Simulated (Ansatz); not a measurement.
## Effect of pressure 18 GPa on ZnS

The parent structure is ZnS in the zinc blende structure (space group F-43m, No. 216; a = 5.357 Å).

Now apply this change: cell and atoms relaxed at a pressure of 18 GPa.

Level of theory: PBEsol (Ansatz, a quantum-chemistry and plane-wave program), spin-orbit coupling left out. k-mesh 11×11×11 (Γ-centred); smearing 0.05 eV (Fermi–Dirac).

The density grows by 0.73 g/cm³, from 4.21 g/cm³ to 4.94 g/cm³ and the lattice parameter a falls by 0.278 Å to 5.079 Å. The shortest interatomic distance drops by 0.1204 Å (2.320 Å → 2.199 Å) and the enthalpy H = E + PV relative to the base's energy amounts to +1.98 eV/atom. The band gap goes up by 0.66 eV (2.09 eV → 2.75 eV) and the gap character becomes indirect, Γ → X (base: direct at Γ). The electron mass becomes 1.1 mₑ along k, 0.31 mₑ across (at X) (base: 0.17 mₑ (at Γ)) and the hole mass (degenerate bands, along [100]) goes from 0.18, 0.68, 0.68 mₑ (at Γ) to 0.22, 0.61, 0.61 mₑ (at Γ). The valley order (the lowest conduction-band minima on the path, energy above the VBM, named in the base's zone) becomes X along ⟨100⟩ 2.75 eV; Γ 2.80 eV; L along ⟨111⟩ 3.49 eV (base: Γ 2.09 eV; X along ⟨100⟩ 3.17 eV; L along ⟨111⟩ 3.24 eV).

Load acts through the strain it causes; cell and atoms are relaxed under it. Masses are band curvatures over ±0.01 Å⁻¹ around the edge. Along k means along the line from Γ to the band edge. No phonon test of stability was made. Measured, ZnS leaves this structure (for rock salt) near 14.7 GPa (temperature not stated; as listed in Datta, Sujoy, Jana, Debnarayan, arXiv (2020)), on rising pressure, with hysteresis.
